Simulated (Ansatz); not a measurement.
We consider NiAs-type NiSb, described by PBEsol+SOC (Ansatz, a quantum-chemistry and plane-wave program, plane waves, PAW).

Numerical settings: plane-wave cutoff 520 eV, 18×18×12 k mesh (along the axes of the cell as run), Fermi–Dirac smearing 0.05 eV, PAW data made under PBE.

Equation-of-state points:

```csv
V (Å³/atom),E − E_lowest (meV/atom),P (GPa)
16.163,11.79,5.84
16.500,2.83,2.75
16.837,0.00,0.00
17.174,2.62,-2.44
17.510,10.07,-4.61
```

Problem. Estimate the bulk modulus from the pressures at 16.500 and 17.174 Å³/atom, and compare it with a fit to all energies.

Solution. B = −V dP/dV. Between V = 16.500 and 17.174 Å³/atom, dP/dV = (-2.44 − (2.75))/(17.174 − 16.500) = -7.70 GPa per Å³/atom; at the midpoint 16.837 Å³/atom this gives B ≈ 130 GPa. The third-order Birch–Murnaghan fit gives V0 = 16.837 Å³/atom, B0 = 129 GPa, B′ = 4.9, which lies within 1 % of that estimate.

Shape and atoms are relaxed at each volume.

Note: the bulk modulus comes from volumes at which shape and atoms were relaxed.
